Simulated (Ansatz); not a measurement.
**A computed series for InSb: response to strain**

The reference is InSb in the zinc blende structure (space group F-43m, No. 216; a = 6.556 Å). Axes: x, y, z lie along the cube axes.

Strains are applied to the cell and any free atomic positions relax; under biaxial strain the out-of-plane vector relaxes too; under stress the whole cell relaxes.

Computed with r2SCAN (Ansatz, a program for electronic structure; PAW; 500 eV plane waves; without spin-orbit coupling).

Notes on the quantities. pressure: mean of the normal stresses, compression positive; energy relative to the base: free energy F.

| case | pressure | energy relative to the base | band gap |
|---|---|---|---|
| base | 0.0 GPa | 0 meV/atom | zero |
| biaxial strain −4.11 %, plane normal [110], relaxed out of plane | 2.5 GPa | +33 meV/atom | 0.11 eV |
| isotropic strain +0.82 % | -1.0 GPa | +2.8 meV/atom | zero |
| isotropic strain +2.45 % | -2.7 GPa | +24 meV/atom | zero |
| uniaxial strain ε_xx = −1.56 % | 0.7 GPa | +1.7 meV/atom | 0.07 eV |
| uniaxial strain ε_xx = +0.17 % | -0.1 GPa | 0.0 meV/atom | zero |
| uniaxial strain ε_xx = +1.59 % | -0.7 GPa | +1.7 meV/atom | zero |
| uniaxial strain ε_zz = −5.40 % | 2.7 GPa | +21 meV/atom | 0.17 eV |
| uniaxial stress, 5 GPa compression along x | – | +0.224 eV/atom | zero |

With Sb present, leaving out spin-orbit coupling can change the band edges. Stability under load was not tested beyond the relaxation. The final runs are not spin-polarised. Under uniaxial stress, 5 GPa compression along x the cell changed shape so far that it is another structure. Gaps under 0.05 eV, about the width of the smearing, are given as zero. The zero or small gap of InSb can change with the level of theory.
